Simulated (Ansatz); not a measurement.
Results of LDA (Ansatz, a quantum-chemistry and plane-wave program, PAW) for SrZrO3 (Cmcm, No. 63, 20 atoms in the cell; start mp-3626; a measured phase of this formula has another space group).

Input file:

Ansatz 0.2 input:
```yaml
crystal:
  lattice:
    - [4.026691992, -4.0788871877, 0.0]
    - [4.026691992, 4.0788871877, 0.0]
    - [0.0, 0.0, 8.1237623923]
  atoms:
    - { symbol: Sr, position: [0.9871227325, 0.0128772675, 0.75] }
    - { symbol: Sr, position: [0.0128772675, 0.9871227325, 0.25] }
    - { symbol: Sr, position: [0.4940664735, 0.5059335265, 0.75] }
    - { symbol: Sr, position: [0.5059335265, 0.4940664735, 0.25] }
    - { symbol: Zr, position: [0.5, 0.0, 0.0] }
    - { symbol: Zr, position: [0.5, 0.0, 0.5] }
    - { symbol: Zr, position: [0.0, 0.5, 0.0] }
    - { symbol: Zr, position: [0.0, 0.5, 0.5] }
    - { symbol: O, position: [0.9537873227, 0.4448877317, 0.75] }
    - { symbol: O, position: [0.0462126773, 0.5551122683, 0.25] }
    - { symbol: O, position: [0.4448877317, 0.9537873227, 0.25] }
    - { symbol: O, position: [0.5551122683, 0.0462126773, 0.75] }
    - { symbol: O, position: [0.2094781236, 0.7905218764, 0.5478705381] }
    - { symbol: O, position: [0.7905218764, 0.2094781236, 0.4521294619] }
    - { symbol: O, position: [0.7905218764, 0.2094781236, 0.0478705381] }
    - { symbol: O, position: [0.2094781236, 0.7905218764, 0.9521294619] }
    - { symbol: O, position: [0.2945001232, 0.2945001232, 0.0] }
    - { symbol: O, position: [0.7054998768, 0.7054998768, 0.0] }
    - { symbol: O, position: [0.7054998768, 0.7054998768, 0.5] }
    - { symbol: O, position: [0.2945001232, 0.2945001232, 0.5] }
basis:
  ecutwfc: 520
  ecutrho_ratio: 4
  xc_grid: 2
kpoints:
  mp_grid: { grid: [6, 6, 4] }
  band_path:
    path:
      - [0.0, 0.0, 0.0]
      - [-0.071429, 0.071429, 0.0]
      - [-0.142857, 0.142857, 0.0]
      - [-0.214286, 0.214286, 0.0]
      - [-0.285714, 0.285714, 0.0]
      - [-0.357143, 0.357143, 0.0]
      - [-0.428571, 0.428571, 0.0]
      - [-0.5, 0.5, 0.0]
      - [-0.493643, 0.506357, 0.0]
      - [0.493643, 0.493643, 0.0]
      - [0.423122, 0.423122, 0.0]
      - [0.352602, 0.352602, 0.0]
      - [0.282082, 0.282082, 0.0]
      - [0.211561, 0.211561, 0.0]
      - [0.141041, 0.141041, 0.0]
      - [0.07052, 0.07052, 0.0]
      - [0.0, 0.0, 0.166667]
      - [0.0, 0.0, 0.333333]
      - [0.0, 0.0, 0.5]
      - [0.07052, 0.07052, 0.5]
      - [0.141041, 0.141041, 0.5]
      - [0.211561, 0.211561, 0.5]
      - [0.282082, 0.282082, 0.5]
      - [0.352602, 0.352602, 0.5]
      - [0.423122, 0.423122, 0.5]
      - [0.493643, 0.493643, 0.5]
      - [-0.493643, 0.506357, 0.5]
      - [-0.5, 0.5, 0.5]
      - [-0.5, 0.5, 0.333333]
      - [-0.5, 0.5, 0.166667]
      - [0.0, 0.1, 0.0]
      - [0.0, 0.2, 0.0]
      - [0.0, 0.3, 0.0]
      - [0.0, 0.4, 0.0]
      - [0.0, 0.5, 0.0]
      - [0.0, 0.5, 0.166667]
      - [0.0, 0.5, 0.333333]
      - [0.0, 0.5, 0.5]
      - [0.0, 0.4, 0.5]
      - [0.0, 0.3, 0.5]
      - [0.0, 0.2, 0.5]
      - [0.0, 0.1, 0.5]
      - [-0.071429, 0.071429, 0.5]
      - [-0.142857, 0.142857, 0.5]
      - [-0.214286, 0.214286, 0.5]
      - [-0.285714, 0.285714, 0.5]
      - [-0.357143, 0.357143, 0.5]
      - [-0.428571, 0.428571, 0.5]
    npoints: 1
hamiltonian:
  xc: lda
  dispersion: none
  pseudopotentials: { kind: paw }
scf:
  occupations: { method: fermi_dirac, width: 0.01 }
  convergence: { dr2_threshold: 0.000000002 }
output:
  forces: true
  stress: true
  eigenvalues: true
  write_bands: true
```

Excerpt of the program's output:

```
Crystal: 20 atoms, lattice volume = 266.856 Å³
Basis set: ecut = 520 eV, 7191 PW (Γ), exchange–correlation on 90×90×128 points (8 copies of the dense FFT grid, shifted against one another)
Bands: 100, of which v1, the nominal top of the filled ones, is band 80 counted from 1 (79 counted from 0)
Symmetry: 8 space group operations
Space group: Cmcm (ITA 63), of the structure as read, at distance tolerance 6.4e-5 Å
k-points: 39 of 144
Functional: x = slater, c = lda
SCF iter   1: F=—  HF=-36788.692338 eV  |F-HF|=—  |Δ(HF+E_count)|=         —  Δρ=1.70e-2  dr2=7.13e-1
SCF iter   2: F=—  HF=-36788.537663 eV  |F-HF|=—  |Δ(HF+E_count)|=   1.55e-1  Δρ=6.23e-3  dr2=4.58e-2
  ...
SCF iter   8: F=—  HF=-36788.522785 eV  |F-HF|=—  |Δ(HF+E_count)|=   1.04e-8  Δρ=1.55e-6  dr2=6.05e-9
SCF iter   9: F=-36788.522785 eV  HF=-36788.522785 eV  |F-HF|=8.00e-11  |Δ(HF+E_count)|=  3.42e-10  Δρ=3.76e-7  dr2=3.88e-10
SCF 1 converged in 9 iterations: F = -36788.522785 eV  dr2 = 3.88e-10
SCF converged after 9 iterations
Free energy (F): -36788.522785 eV
Internal energy: -36788.522785 eV  (E = F + TS)
E sigma→0 (E₀):  -36788.522785 eV
Fermi energy:    10.906819 eV
--- Stress (GPa, compression-positive) ---
       -0.002093       0.000000      -0.000000
        0.000000       0.008701       0.000000
       -0.000000       0.000000      -0.007456
  P = ⅓ Tr σ = -0.0003 GPa (-0.003 kbar)
```

The PAW data were made under PBE.

A start named mp-… is a Materials Project structure, which need not be a measured phase.
